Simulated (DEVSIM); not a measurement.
Device: Schottky contact on p-type Si, at 300 K.

Layer 1 from the left is Si, thickness (μm) 10.0, Na (cm⁻³) 1.7e15, τn (s) 1.4e-7, τp (s) 4.7e-6. Layer 2 from the left is Si, thickness (μm) 2.60, Na (cm⁻³) 2e18, τn (s) 4.7e-6, τp (s) 4.7e-6.

Left contact: Schottky, work function 4.654 eV, emission velocity 5.7e6 cm/s. Right contact: ohmic. Voltage is applied to the left contact. Recombination: SRH at mid-gap, Auger. Gap narrowing is on: ΔEg = 6.92 meV × (l + √(l² + 0.5)), l = ln(N/1.3e17 cm⁻³), shared equally by both band edges. Mobility is constant in doping.

Constants are typed, rounded textbook-type inputs, not results; the design itself was drawn at random and stands for no fabricated device. Values at 300 K.

Si: gap (eV) 1.124, affinity (eV) 4.05, permittivity 11.7, Nc (cm⁻³) 2.86e19, Nv (cm⁻³) 3.1e19, μn (cm²/Vs) 1417, μp (cm²/Vs) 470, Cn (cm⁶/s) 2.8e-31, Cp (cm⁶/s) 9.9e-32.

DEVSIM, 1D drift-diffusion, Boltzmann statistics, complete ionisation; no tunnelling, impact ionisation, image-force lowering or self-heating. Metal contacts follow the ideal Schottky-Mott rule: no Fermi-level pinning, no interface dipoles.

Problem. What does the simulation give for the dark forward voltage at 100 A/cm², the potential step across the device at zero bias, the dark forward voltage at 1 A/cm²?

Solution. dark forward voltage at 100 A/cm² 1.000 V; potential step across the device at zero bias 0.430 V; dark forward voltage at 1 A/cm² 0.111 V.
